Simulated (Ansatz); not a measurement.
An Ansatz (a program for electronic structure) run: SiS2 with a change (pressure 7.5 GPa); r2SCAN in Ansatz (plane waves to 500 eV, PAW, spin-orbit coupling left out), earlier PAW set.

Input:

Ansatz 0.2 input:
```yaml
crystal:
  lattice:
    - [-2.5638402353, 2.5638402353, 4.4593270729]
    - [2.5638402353, -2.5638402353, 4.4593270729]
    - [2.5638402353, 2.5638402353, -4.4593270729]
  atoms:
    - { symbol: Si, position: [0.75, 0.25, 0.5] }
    - { symbol: Si, position: [0, 0, 0] }
    - { symbol: S, position: [0.1214886946, 0.125, 0.4964886946] }
    - { symbol: S, position: [0.875, 0.3714886946, 0.9964886946] }
    - { symbol: S, position: [0.6285113054, 0.625, 0.5035113054] }
    - { symbol: S, position: [0.375, 0.8785113054, 0.0035113054] }
basis: { ecutwfc: 500, ecutrho_ratio: 4, xc_grid: 4, fft_grid_basis: typed }
kpoints: { mp_grid: { grid: [8, 8, 8] } }
hamiltonian:
  xc: r2scan
  dispersion: none
  pseudopotentials: { azcp: { folder: ./paw }, kind: paw }
scf: { occupations: { method: fermi_dirac, width: 0.05 } }
relax: { f_tol: 0.01, max_steps: 60, cell: { stress_tol: 0.02, p_target: 7.5 } }
output: { forces: true, stress: true }
checkpoint: { write: state.ck, write_every: 1000 }
```

Output (explanatory and most iteration lines left out):

```
Relaxation: its limit of steps is 60 (relax.max_steps)
Pseudopotential: Si, paw, valence charge 4
Pseudopotential: S, paw, valence charge 6
Crystal: 6 atoms, lattice volume = 117.250 Å³
Basis set: ecut = 500 eV, 2985 PW (Γ), exchange–correlation on 180×180×180 points (64 copies of the dense FFT grid, shifted against one another)
Bands: 22, of which v1, the nominal top of the filled ones, is band 16 counted from 1 (15 counted from 0)
Symmetry: 8 space group operations
Space group: I-42d (ITA 122), of the structure as read, at distance tolerance 4.9e-5 Å
k-points: 59 of 512 (time reversal used)
Functional: x = r2scan, c = r2scan; τ floored in thin density (d = 2e-4 eV/Å³)
SCF iter   1: F=—  HF=-4905.696675 eV  |F-HF|=—  |Δ(HF+E_count)|=         —  Δρ=4.52e-2  dr2=2.11e0  dr2_τ=1.41e-1  ethr=3.10e-3  ⟨swp⟩=10.2  Hψ=9632  notcnv=0
SCF iter   2: F=—  HF=-4905.523928 eV  |F-HF|=—  |Δ(HF+E_count)|=   1.73e-1  Δρ=2.09e-2  dr2=2.88e-1  dr2_τ=8.37e-3  ethr=3.10e-3  ⟨swp⟩=3.0  Hψ=2918  notcnv=0  defer=92
SCF 1 converged in 8 iterations: F = -4905.584526 eV  dr2 = 8.64e-9
relax step   1: F+E_penalty+E_count = -4905.58452590 eV  Δ(F+E_penalty+E_count) = +0.000e0 eV  max|allowed force component| = 3.973e-5 eV/Å  Δτ_max = 0.0000 Å  P = +5.000 GPa  Ω = 117.250 Å³  (8 SCF iters, dr2 threshold 1.00e-7 eV, accepted)
[... steps on the carried basis left out ...]
relax step   7: F+E_penalty+E_count = -4905.38220626 eV  Δ(F+E_penalty+E_count) = +7.328e-4 eV  max|allowed force component| = 7.788e-6 eV/Å  Δτ_max = 0.0000 Å  P = +7.495 GPa  Ω = 112.010 Å³  stress off target by 1.00e-2 GPa  SCF on the basis re-selected at this cell (its energy is not comparable with the rows above)  (6 SCF iters)
SCF converged after 6 iterations
Free energy (F): -4905.382206 eV
Internal energy: -4905.382206 eV  (E = F + TS)
E sigma→0 (E₀):  -4905.382206 eV
Fermi energy:    6.999345 eV
--- Forces (eV/Å), atoms counted from 1 ---
  atom   1  Si    -0.00000000     0.00000000     0.00000000
  atom   2  Si    -0.00000000     0.00000000     0.00000000
  atom   3  S     -0.00000000    -0.00000779     0.00000000
  atom   4  S     -0.00000779     0.00000000    -0.00000000
  atom   5  S      0.00000000     0.00000779    -0.00000000
  atom   6  S      0.00000779     0.00000000    -0.00000000
--- Stress (GPa, compression-positive) ---
        7.489975      -0.000000      -0.000000
       -0.000000       7.489975       0.000000
       -0.000000       0.000000       7.504917
  P = ⅓ Tr σ = 7.4950 GPa (74.950 kbar)
--- Relaxed structure (6 steps of the walk, 5 accepted, 1 SCFs on fresh bases) ---
  cell:  # Å, volume = 112.0104 Å³
    - [-2.4939445567134353, 2.4939445567134353, 4.502198347446279]
    - [2.4939445567134353, -2.4939445567134353, 4.502198347446279]
    - [2.4939445567134353, 2.4939445567134353, -4.502198347446279]
  atoms:
    - { symbol: Si, position: [0.75, 0.25, 0.49999999999999994] }
    - { symbol: Si, position: [2.1438964442282586e-35, 2.5372926695457054e-19, 2.537292669545706e-19] }
    - { symbol: S, position: [0.1308448788502229, 0.12499999999999997, 0.5058448788502229] }
    - { symbol: S, position: [0.8750000000000001, 0.380844878850223, 1.005844878850223] }
    - { symbol: S, position: [0.619155121149777, 0.6249999999999999, 0.494155121149777] }
    - { symbol: S, position: [0.37500000000000006, 0.869155121149777, -0.005844878850222945] }
```

Load acts through the strain it causes; cell and atoms are relaxed under it. Stability against distortions was not tested. No other phases were tried under pressure. The cell was made from SiS$_{2}$ (space group I-42d, No. 122) by this change: pressure 7.5 GPa.
